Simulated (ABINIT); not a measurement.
## Worked example: self-consistent single point of As2O3 (Pcc2, 20 atoms in the cell) in ABINIT

Method of the run: PBEsol, PAW (JTH v2.0 PBE PAW, files made for PBE) (plane waves; ABINIT 10.0.3).

The input file:

```
# As2O3, JTH v2.0 PBE PAW
pp_dirpath "./"
pseudos "As.GGA_PBE-JTH.xml, O.GGA_PBE-JTH.xml"
acell 3*1.0 Angstrom
rprim
         7.4964900000    0.0000000000    0.0000000000
         0.0000000000   13.1521100000    0.0000000000
         0.0000000000    0.0000000000    5.2695300000
natom 20
ntypat 2
znucl 33 8
typat 1 1 1 1 1 1 1 1 2 2 2 2 2 2 2 2 2 2 2 2
xcart
         8.6755917419    2.8728606667    0.0930074258
         5.4907212541   21.9810251943    0.0930074258
         5.4907212541    2.8728606667    5.0719916786
         8.6755917419   21.9810251943    5.0719916786
        12.5632530174    9.5478687923    9.3724399574
         1.6030599786   15.3060170686    9.3724399574
         1.6030599786    9.5478687923    4.3934557046
        12.5632530174   15.3060170686    4.3934557046
         7.0831564980    0.0000000000    3.9067102041
         7.0831564980    0.0000000000    8.8856944568
         0.0000000000   12.4269429305    5.5438998061
         0.0000000000   12.4269429305    0.5649155533
        13.3596831340    8.0076734855    2.3920036147
         0.8066298620   16.8462123754    2.3920036147
         0.8066298620    8.0076734855    7.3709878675
        13.3596831340   16.8462123754    7.3709878675
         6.1834539596    4.3678219012    2.0336163282
         7.9828590364   20.4860639597    2.0336163282
         7.9828590364    4.3678219012    7.0126005809
         6.1834539596   20.4860639597    7.0126005809
ecut 24 Ha
pawecutdg 48 Ha
pawovlp -1
pawxcdev 0
ixc -116133
occopt 1
nband 99
kptopt 1
ngkpt 2 1 3
nshiftk 1
shiftk 0 0 0
nstep 60
tolvrs 1.0e-11
diemac 9
prtwf 0
prtden 0
```

Output (repeated stretches shortened):

```
 Symmetries : space group Pc c 2 (# 27); Bravais oP (primitive ortho.)

 -outvars: echo values of preprocessed input variables --------
            acell      1.8897261329E+00  1.8897261329E+00  1.8897261329E+00 Bohr
           diemac      9.00000000E+00
             ecut      2.40000000E+01 Hartree
              ixc     -116133
         kptrlatt        2    0    0      0    1    0      0    0    3
          kptrlen      2.48538860E+01
            natom          20
            nband          99
            ngfft          64     120      45
          ngfftdg          90     160      64
             nkpt           4
            nstep          60
             nsym           4
           ntypat           2
        pawecutdg      4.80000000E+01 Hartree
          pawovlp     -1.0000000000E+00
         pawxcdev           0
            rprim      7.4964900000E+00  0.0000000000E+00  0.0000000000E+00
                       0.0000000000E+00  1.3152110000E+01  0.0000000000E+00
                       0.0000000000E+00  0.0000000000E+00  5.2695300000E+00
          spgroup          27
           tolvrs      1.00000000E-11
            typat      1  1  1  1  1  1  1  1  2  2  2  2  2  2  2  2  2  2  2  2
           useylm           1
             xred      6.1240999732E-01  1.1558999950E-01  9.3399977746E-03
                       3.8758999830E-01  8.8440999613E-01  9.3399977746E-03
                       3.8758999830E-01  1.1558999950E-01  5.0933999777E-01
                       6.1240999732E-01  8.8440999613E-01  5.0933999777E-01
   [... 16 lines left out ...]
            znucl       33.00000    8.00000

== DATASET  1 ==================================================================

 Real(R)+Recip(G) space primitive vectors, cartesian coordinates (Bohr,Bohr^-1):
 R(1)= 14.1663131  0.0000000  0.0000000  G(1)=  0.0705900  0.0000000  0.0000000
 R(2)=  0.0000000 24.8538860  0.0000000  G(2)=  0.0000000  0.0402352  0.0000000
 R(3)=  0.0000000  0.0000000  9.9579685  G(3)=  0.0000000  0.0000000  0.1004221
 Unit cell volume ucvol=  3.5060805E+03 bohr^3
 Angles (23,13,12)=  9.00000000E+01  9.00000000E+01  9.00000000E+01 degrees

 Coarse grid specifications (used for wave-functions):

 getcut: wavevector=  0.0000  0.0000  0.0000  ngfft=  64 120  45
         ecut(hartree)=     24.000   => boxcut(ratio)=   2.00360

 Fine grid specifications (used for densities):

 getcut: wavevector=  0.0000  0.0000  0.0000  ngfft=  90 160  64
         ecut(hartree)=     48.000   => boxcut(ratio)=   2.03704

   4.65759321E+04                                ecore*ucvol(ha*bohr**3)

_setup2: Arith. and geom. avg. npw (full set) are   19684.167   19684.115

--- !BeginCycle
solver: {iscf: 17, nstep: 60, nline: 4, wfoptalg: 10, }
tolerances: {tolvrs: 1.00E-11, }
...

     iter   Etot(hartree)      deltaE(h)  residm     nres2
 ETOT  1  -1093.6278709555    -1.094E+03 4.308E-01 2.385E+01
 ETOT  2  -1104.2316488143    -1.060E+01 7.861E-03 1.450E+02
 ETOT  3  -1104.2463092870    -1.466E-02 2.475E-03 1.496E+02
 ETOT  4  -1103.9466046486     2.997E-01 2.021E-02 4.513E+01
 ETOT  5  -1103.8077091768     1.389E-01 1.015E-03 6.281E+00
 ETOT  6  -1103.7872002941     2.051E-02 6.129E-04 8.725E-01
   [... 17 lines left out ...]
 ETOT 24  -1103.7868069092     1.887E-11 6.417E-06 1.413E-10
 ETOT 25  -1103.7868069092     2.046E-12 5.108E-06 1.139E-10
 ETOT 26  -1103.7868069092     9.095E-13 4.022E-06 2.746E-11
 ETOT 27  -1103.7868069092    -5.912E-12 3.190E-06 1.540E-11
 ETOT 28  -1103.7868069092     4.047E-11 2.503E-06 3.541E-12

 At SCF step   28       nres2   =  3.54E-12 < tolvrs=  1.00E-11 =>converged.

 Cartesian components of stress tensor (hartree/bohr^3)
  sigma(1 1)=  5.72502029E-05  sigma(3 2)=  0.00000000E+00
  sigma(2 2)=  8.27215378E-05  sigma(3 1)=  0.00000000E+00
  sigma(3 3)=  1.08237181E-04  sigma(2 1)=  0.00000000E+00

 ----iterations are completed or convergence reached----

 reduced coordinates (array xred) for   20 atoms
       0.612409997325      0.115589999496      0.009339997775
       0.387589998305      0.884409996135      0.009339997775
       0.387589998305      0.115589999496      0.509339997775
   [... 17 lines left out ...]
 cartesian forces (eV/Angstrom) at end:
    1     -0.62913211178683    -0.00779177190197    -0.19899864953804
    2      0.62913211178683     0.00779177190197    -0.19899864953804
    3      0.62913211178683    -0.00779177190197    -0.19899864953804
   [... 17 lines left out ...]
 frms,max,avg= 2.9231296E-01 6.4796774E-01   0.000E+00  0.000E+00  1.027E-03 e/A
 length scales=  1.889726132886  1.889726132886  1.889726132886 bohr
              =  1.000000000000  1.000000000000  1.000000000000 angstroms
 Fermi (or HOMO) energy (hartree) =  -0.03375   Average Vxc (hartree)=  -0.23851
 Eigenvalues (hartree) for nkpt=   4  k points:
 kpt#   1, nband= 99, wtk=  0.16667, kpt=  0.0000  0.0000  0.0000 (reduced coord)
  -1.34292   -1.34283   -1.34272   -1.34269   -1.34264   -1.34258   -1.34247   -1.34241
  -1.34238   -1.34222   -1.34220   -1.34214   -1.34209   -1.34197   -1.34194   -1.34184
  -1.33917   -1.33910   -1.33905   -1.33902   -1.33900   -1.33893   -1.33888   -1.33880
  -1.33875   -1.33871   -1.33855   -1.33852   -1.33795   -1.33793   -1.33775   -1.33773
  -1.33682   -1.33680   -1.33668   -1.33665   -1.33655   -1.33654   -1.33639   -1.33639
  -0.77305   -0.77259   -0.74078   -0.73903   -0.70738   -0.70695   -0.68955   -0.68827
  -0.68309   -0.68297   -0.67737   -0.67676   -0.46100   -0.45859   -0.41880   -0.41418
  -0.38307   -0.38236   -0.26446   -0.26229   -0.25803   -0.25370   -0.24802   -0.24668
  -0.22918   -0.22730   -0.22380   -0.22225   -0.22092   -0.21891   -0.17427   -0.16996
  -0.16771   -0.15920   -0.13750   -0.13693   -0.13547   -0.13478   -0.13364   -0.12388
  -0.12233   -0.12092   -0.10925   -0.10542   -0.09958   -0.09678   -0.09676   -0.09381
  -0.08248   -0.07773   -0.07258   -0.07034   -0.05330   -0.05170   -0.03727   -0.03375
   0.07702    0.09351    0.10352
 prteigrs : prtvol=0 or 1, do not print more k-points.

--- !EnergyTerms
comment             : Components of total free energy in Hartree
kinetic             :  1.21495307235623E+02
hartree             :  6.21287752305584E+02
xc                  : -5.16153949739610E+01
Ewald energy        : -2.66164371956029E+02
psp_core            :  1.32843303887640E+01
local_psp           : -1.54193851408230E+03
spherical_terms     : -1.35915632696289E-01
total_energy        : -1.10378680671501E+03
total_energy_eV     : -3.00355664971258E+04
...

-Cartesian components of stress tensor (GPa)         [Pressure= -2.4342E+00 GPa]
- sigma(1 1)=  1.68435884E+00  sigma(3 2)=  0.00000000E+00
- sigma(2 2)=  2.43375126E+00  sigma(3 1)=  0.00000000E+00
- sigma(3 3)=  3.18444726E+00  sigma(2 1)=  0.00000000E+00

 Calculation completed.
```

The run converged in 28 iterations.

The starting cell comes from a database of computed structures (which also holds hypothetical and non-ambient phases and stackings), without a prior relaxation at this level. The potentials were made for another functional than the one used.

Cost on one core of a shared machine: roughly 40 min.
